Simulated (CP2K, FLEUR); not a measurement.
A CP2K input for a self-consistent single point of I (Cmce, 4 atoms in the cell) (DFT PBE, GPW, DZVP-MOLOPT-PBE-GTH basis, GTH-PBE potentials (POTENTIAL_UZH)):

```
&GLOBAL
  PROJECT scf
  RUN_TYPE ENERGY_FORCE
  PRINT_LEVEL LOW
&END GLOBAL
&FORCE_EVAL
  METHOD Quickstep
  STRESS_TENSOR ANALYTICAL
  &DFT
    BASIS_SET_FILE_NAME BASIS_MOLOPT_UZH
    POTENTIAL_FILE_NAME POTENTIAL_UZH
    &QS
      METHOD GPW
      EPS_DEFAULT 1E-10
    &END QS
    &MGRID
      CUTOFF 400
      REL_CUTOFF 60
      NGRIDS 4
    &END MGRID
    &SCF
      SCF_GUESS ATOMIC
      EPS_SCF 1E-7
      MAX_SCF 100
      ADDED_MOS 6
      &DIAGONALIZATION
        ALGORITHM STANDARD
      &END DIAGONALIZATION
      &MIXING
        METHOD BROYDEN_MIXING
        ALPHA 0.4
        NBUFFER 8
      &END MIXING
      &SMEAR ON
        METHOD FERMI_DIRAC
        ELECTRONIC_TEMPERATURE [K] 116.05
      &END SMEAR
    &END SCF
    &KPOINTS
      SCHEME MONKHORST-PACK 4 4 2
      GAMMA_CENTERED T
    &END KPOINTS
    &XC
      &XC_FUNCTIONAL PBE
      &END XC_FUNCTIONAL
    &END XC
    &PRINT
      &MO
        EIGENVALUES T
        OCCUPATION_NUMBERS T
        NDIGITS 8
        FILENAME mo
        &EACH
          QS_SCF 0
        &END EACH
        ADD_LAST NUMERIC
      &END MO
      &MULLIKEN OFF
      &END MULLIKEN
    &END PRINT
  &END DFT
  &SUBSYS
    &CELL
      A 4.36743900 0.00000000 0.00000000
      B -1.72335100 4.01305200 0.00000000
      C 0.00000000 0.00000000 9.82230700
      PERIODIC XYZ
    &END CELL
    &COORD
      SCALED
      I        0.84600000     0.84600000     0.88300000
      I        0.65400000     0.65400000     0.38300000
      I        0.34600000     0.34600000     0.61700000
      I        0.15400000     0.15400000     0.11700000
    &END COORD
    &KIND I
      BASIS_SET DZVP-MOLOPT-PBE-GTH-q7
      POTENTIAL GTH-PBE-q7
    &END KIND
  &END SUBSYS
  &PRINT
    &FORCES ON
    &END FORCES
    &STRESS_TENSOR ON
    &END STRESS_TENSOR
  &END PRINT
&END FORCE_EVAL
```

Give the FLEUR input for the same structure, mesh, smearing and functional.

One input that does it (others would too):

Input of the input generator:

```
scf I
&input film=f /
4.5408304638 -6.8918236176 0.0000000000
4.5408304638 6.8918236176 0.0000000000
0.0000000000 0.0000000000 18.5614701420
1.0
1.0 1.0 1.0

4
53 0.8460000000 0.8460000000 0.8830000000
53 0.6540000000 0.6540000000 0.3830000000
53 0.3460000000 0.3460000000 0.6170000000
53 0.1540000000 0.1540000000 0.1170000000

&comp jspins=1 /
&kpt div1=4 div2=4 div3=2 gamma=t /
&end /
```

```xml
<?xml version="1.0" encoding="UTF-8" standalone="no"?>
<fleurInput fleurInputVersion="0.39">
   <comment>
      scf I                                                                                               
   </comment>
   <calculationSetup>
      <cutoffs Kmax="4.2" Gmax="12.6" GmaxXC="12.6" numbands="0"/>
      <scfLoop itmax="60" minDistance="0.00001" maxIterBroyd="15" imix="Anderson" alpha="0.05" precondParam="0.0" spinf="2.0"/>
      <coreElectrons ctail="T" frcor="F" kcrel="0" coretail_lmax="0"/>
      <xcFunctional name="pbe" relativisticCorrections="F"/>
      <magnetism jspins="1"/>
      <soc l_soc="F" theta="0.0" phi="0.0" spav="F"/>
      <expertModes spex="0" secvar="F"/>
      <geometryOptimization l_f="T" forcealpha="1.0" forcemix="BFGS" epsdisp="0.00001" epsforce="0.00001"/>
      <ldaU l_linMix="F" mixParam="0.05" spinf="1.0"/>
   </calculationSetup>
   <cell>
      <bzIntegration valenceElectrons="68.0" mode="hist" fermiSmearingEnergy="0.00036749">
         <kPointListSelection listName="default-1"/>
         <!-- k-points included here -->
         <xi:include xmlns:xi="http://www.w3.org/2001/XInclude" href="kpts.xml"> </xi:include>
      </bzIntegration>
      <!-- symmetry operations included here -->
      <xi:include xmlns:xi="http://www.w3.org/2001/XInclude" href="sym.xml"> </xi:include>
      <bulkLattice scale="1.0">
         <bravaisMatrix>
            <row-1>    4.5408304637999999    -6.8918236176000001     0.0000000000000000</row-1>
            <row-2>    4.5408304637999999     6.8918236176000001     0.0000000000000000</row-2>
            <row-3>    0.0000000000000000     0.0000000000000000    18.5614701420000010</row-3>
         </bravaisMatrix>
      </bulkLattice>
   </cell>
   <atomSpecies>
      <species name="Iodine (I)" element="I" atomicNumber="53">
         <mtSphere radius="2.41" gridPoints="833" logIncrement="0.016"/>
         <atomicCutoffs lmax="10" lnonsphr="8"/>
         <electronConfig flipSpins="F">
            <coreConfig>(1s1/2) (2s1/2) (2p1/2) (2p3/2) (3s1/2) (3p1/2) (3p3/2) (4s1/2) (3d3/2) (3d5/2) (4p1/2) (4p3/2)</coreConfig>
            <valenceConfig>(5s1/2) (4d3/2) (4d5/2) (5p1/2) (5p3/2)</valenceConfig>
            <stateOccupation state="(5p1/2)" spinUp="0.8333333333333" spinDown="0.8333333333333"/>
            <stateOccupation state="(5p3/2)" spinUp="1.6666666666667" spinDown="1.6666666666667"/>
         </electronConfig>
         <energyParameters s="5" p="5" d="5" f="4"/>
         <lo type="SCLO" l="2" n="4" eDeriv="0"/>
      </species>
   </atomSpecies>
   <atomGroups>
      <atomGroup species="Iodine (I)">
         <relPos label="                   1">-.1540000000 -.1540000000 -.1170000000</relPos>
         <relPos label="                   2">-.3460000000 -.3460000000 .3830000000</relPos>
         <relPos label="                   3">.3460000000 .3460000000 -.3830000000</relPos>
         <relPos label="                   4">.1540000000 .1540000000 .1170000000</relPos>
         <force calculate="T" relaxXYZ="TTT"/>
      </atomGroup>
   </atomGroups>
   <output dos="F" band="F" slice="F">
      <checks vchk="F" cdinf="F"/>
      <bandDOS minEnergy="-.5*Htr" maxEnergy="0.5*Htr" sigma="0.015" storeEVData="T"/>
      <vacuumDOS vacdos="F" integ="F" star="F" nstars="0" locx1="0.0" locy1="0.0" locx2="0.0" locy2="0.0" nstm="0" tworkf="0.0"/>
      <unfoldingBand unfoldBand="F" supercellX="1" supercellY="1" supercellZ="1"/>
      <plotting iplot="0" polar="F">
         <plot TwoD="T" vec1="  1.0  0.0  0.0" vec2="  0.0  1.0  0.0" vec3="  0.0  0.0  1.0" zero="  0.0  0.0  0.0" file="plot"/>
      </plotting>
      <chargeDensitySlicing numkpt="0" minEigenval="0.0" maxEigenval="0.0" nnne="0" pallst="F"/>
      <specialOutput eonly="F"/>
      <magneticCircularDichroism mcd="F" energyLo="-10.0" energyUp="0.0"/>
   </output>
  <!-- We include the file relax.xml here to enable relaxations (see documentation) -->
  <xi:include xmlns:xi="http://www.w3.org/2001/XInclude" href="relax.xml"> <xi:fallback/> </xi:include>
</fleurInput>
```

Basis, cutoffs, solver keys and any potentials are the target program's own. This input uses DFT, PBE, all-electron FLAPW (FLEUR), scalar-relativistic valence.

The starting cell has typed, rounded lattice constants, without a prior relaxation at this level. Its lattice was rescaled by a random factor within 2.5 % of one.
